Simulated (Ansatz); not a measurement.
Input:

```xyz
1
Lattice="0.0000 1.8925 1.8925 1.8925 0.0000 1.8925 1.8925 1.8925 0.0000" Properties=species:S:1:pos:R:3 pbc="T T T"
Ir     0.0000     0.0000     0.0000
```

Level of theory: PBEsol, DFPT electron-phonon coupling, linearised Boltzmann equation (plane waves, PAW, scalar-relativistic; Ansatz, an electronic-structure program). Condition of this run: hydrostatic pressure 15 GPa (the target of the relaxation). Geometry: relaxed with this functional, without spin-orbit coupling, then loaded as said.

### Question
Predict the intrinsic resistivity at 300 K.

### Answer
3.7 μΩ·cm.

### Question
How long is the mean free path there?

### Answer
10.6 nm, weighted by the current that each state carries. Wires not much wider than this gain resistivity from their walls.

A metal at this level (no band gap). Only scattering by harmonic phonons is included (no impurities, grain boundaries, electron-electron scattering or thermal expansion). Spin-orbit coupling is left out, which matters with elements this heavy. Halving the electron mesh (36x36x36) moves the resistivity by up to 1 % at 300 K, the mean free path by up to 5 %. Smearing 0.20 eV; phonons on a 6x6x6 q mesh, which this run doesn't test.
